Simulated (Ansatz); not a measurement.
Band structure of InP (F-43m, 2 atoms in the cell).

```yaml
crystal:
  lattice:
    - [0.00000, 3.01072, 3.01072]
    - [3.01072, 0.00000, 3.01072]
    - [3.01072, 3.01072, 0.00000]
  atoms:
    - { symbol: In, position: [0.00000, 0.00000, 0.00000] }
    - { symbol: P, position: [0.25000, 0.25000, 0.25000] }
```

Level of theory: PBE (plane waves, PAW; Ansatz, a first-principles code).

Settings: kpoints.mp_grid.grid = 5 5 5; hamiltonian.xc = pbe; hamiltonian.pseudopotentials = {kind: paw} (the program's default PAW files); scf.occupations.method = fermi_dirac; scf.occupations.width = 0.0007 Ry; kpoints.band_path.npoints = 8.

The starting cell comes from a database of computed structures (which also holds hypothetical and non-ambient phases and stackings), without a prior relaxation at this level. Its lattice was rescaled by a random factor within 2.5 % of one.

**Question.** Predict the gap along the standard path and the places of the band edges.

**Answer.** The gap along the path is 0.27 eV, direct at Γ to within 0.01 eV.

Levels in eV from the top of the valence band on the path, bands 6 to 12:
```
point       6      7      8      9    10    11    12
-----  ------  -----  -----  -----  ----  ----  ----
Γ      -11.00   0.00   0.00   0.00  0.27  4.07  4.07
X       -8.96  -5.43  -2.07  -2.07  1.88  2.25  8.72
W       -8.90  -5.29  -2.63  -2.57  4.04  4.27  5.35
K       -8.97  -5.30  -2.94  -1.72  2.37  4.21  7.26
L       -9.52  -5.33  -0.86  -0.86  1.30  4.78  4.78
U       -8.97  -5.30  -2.94  -1.72  2.37  4.21  7.26
```

Keys are those of Ansatz 0.2.
